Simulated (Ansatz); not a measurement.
Total g(r) from a molecular-dynamics run [in the run: mean pressure -0.5 GPa against a target of 0; one k-point, which a denser mesh shifts by 0.1 GPa in pressure and 0.11 eV/Å in forces]. Computed with PBE (plane waves, PAW; Ansatz, a first-principles code).

(r (Å), g(r)): (1.02, 0.00); (1.14, 0.00); (1.26, 0.00); (1.38, 0.00); (1.50, 0.00); (1.62, 0.00); (1.74, 0.00); (1.86, 0.00); (1.98, 0.00); (2.10, 0.11); (2.22, 0.86); (2.34, 1.83); (2.46, 2.19); (2.58, 1.85); (2.70, 1.48); (2.82, 1.09); (2.94, 0.93); (3.06, 0.86); (3.18, 0.89); (3.30, 0.89); (3.42, 0.89); (3.54, 0.98); (3.66, 1.03); (3.78, 1.06); (3.90, 1.05); (4.02, 1.03); (4.14, 1.01); (4.26, 0.96); (4.38, 0.98); (4.50, 0.95); (4.62, 0.93); (4.74, 0.92); (4.86, 0.95); (4.98, 0.97); (5.10, 1.00); (5.22, 0.99)

**Question.** Which system gave this curve?
A. Si15P, liquid, 1498 K (no melting point cited, so perhaps supercooled)
B. GaN (zinc blende; a metastable form), crystal, 1788 K (so hot that an open crystal may lose its volatile element)
C. GaN (wurtzite), crystal, 667 K
D. GaN (wurtzite), crystal, 309 K, 6.8 GPa

**Answer.** A, Si15P, liquid, 1498 K (no melting point cited, so perhaps supercooled)
